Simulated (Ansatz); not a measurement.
The reference is Nb in the bcc (W type) structure (space group Im-3m, No. 229; relaxed with 0.1 eV smearing).

```
CELL_PARAMETERS angstrom
     -1.65223     1.65223     1.65223
      1.65223    -1.65223     1.65223
      1.65223     1.65223    -1.65223
ATOMIC_POSITIONS crystal
  Nb 0.00000 0.00000 0.00000
```

Cartesian axes are those of the cell as printed.

Level of theory: Ansatz (a first-principles code) r2SCAN, without spin-orbit coupling.

Base values:

```
Property            Value
---------------  --------
Volume per atom  18.04 Å³
Pressure          0.0 GPa
```

Perturbation: tensile biaxial strain of 0.50 % in the plane normal to [001], as in epitaxy on a mismatched substrate; the out-of-plane cell vector and the atoms relax.

Q: What does the calculation give for the volume per atom after the change?

A: The volume per atom goes up by 0.08 Å³ (18.04 Å³ → 18.12 Å³).

Q: How does this affect the pressure?

A: The pressure (mean of the normal stresses, compression positive) goes from zero to -0.8 GPa.

Stability against distortions was not tested. The final runs are not spin-polarised.
